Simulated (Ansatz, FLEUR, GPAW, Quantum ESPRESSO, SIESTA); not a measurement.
Code comparison for MnO₂ (P4_2/mnm, 6 atoms in the cell)

Self-consistent single point, at a second geometry (lattice scaled by 0.98). First geometry:

```yaml
crystal:
  lattice:
    - [4.44442, 0.00000, 0.00000]
    - [0.00000, 4.44442, 0.00000]
    - [0.00000, 0.00000, 2.89575]
  atoms:
    - { symbol: Mn, position: [0.00000, 0.00000, 0.00000], spin: 4.0 }
    - { symbol: Mn, position: [0.50000, 0.50000, 0.50000], spin: 4.0 }
    - { symbol: O, position: [0.30492, 0.30492, 0.00000] }
    - { symbol: O, position: [0.69508, 0.69508, 0.00000] }
    - { symbol: O, position: [0.19508, 0.80492, 0.50000] }
    - { symbol: O, position: [0.80492, 0.19508, 0.50000] }
```
(The spins are starting values, not results.)

Shared settings, as Ansatz (a program for electronic structure) writes them: kpoints.mp_grid.grid = 5 5 7; scf.occupations.method = gaussian; scf.occupations.width = 0.272 eV. Potentials and cutoffs stand in the table.

```tsv
code	model	ΔF from the first geometry (meV/atom)	pressure (GPa)	largest force (eV/Å)	size of the net moment (μB/atom)	cutoff
Quantum ESPRESSO	PBE, SSSP 1.1.2 efficiency (PBE) pseudopotentials	23.2	14.30	0.162	0.98	55 Ry
FLEUR	PBE, all-electron FLAPW (FLEUR), scalar-relativistic valence	–	–	–	0.98	Kmax 4.7 1/bohr
Ansatz	PBE, default PAW files	21.6	13.42	0.155	0.98	default
GPAW	PBE, GPAW PAW datasets PBE (gpaw-data 1.0.1)	35.1	–	0.231	0.98	950 eV
SIESTA	GGA PBE, numerical atomic orbitals DZP, PseudoDojo PBE standard norm-conserving potentials (rewritten from UPF to PSML)	30.7	16.64	0.214	0.98	grid 350 Ry
```

For Ansatz (by 0.5 GPa) the energy change implies a higher mean pressure, against the two pressures, than for the other programs: a sign of finite-basis (Pulay) stress.

A dash marks a value that a program does not give, or that is left out as unsure.

On Ansatz's run: the magnetic order is the one reached from the typed start; others were not searched systematically. The program warned that, by what it read of turns of the moments, another magnetic order lies lower.

The spread over the programs that give each value: ΔF from the first geometry within 13.5 meV/atom; pressure within 3.22 GPa; largest force within 0.076 eV/Å; size of the net moment within 0.00 μB/atom.

SIESTA uses small atom-centred bases, whose incompleteness enters pressures, forces and empty levels differently from a plane-wave cutoff. FLEUR treats all electrons, but the usual bases taken here (sphere radii, linearisation, local orbitals, empty states) were not tested for convergence, so the values are no reference for the others. Ansatz's pressure is given at a fixed set of plane waves, as the other plane-wave codes print theirs; with its correction for the finite basis it is 14.34 GPa (the shift of 0.92 GPa shows how far the cutoff is from converged). The pressure of GPAW is left out: its cutoff lies under the one at which its stress was checked. In the pressure, SIESTA (by 2.78) lies more than 1 GPa from the median of the plane-wave programs.

The starting cell comes from a database of computed structures (which also holds hypothetical and non-ambient phases and stackings), without a prior relaxation at this level. Its lattice was rescaled by a random factor within 2.5 % of one. For this run, on top of that: lattice scaled by 0.98.

Keys are those of Ansatz 0.2.
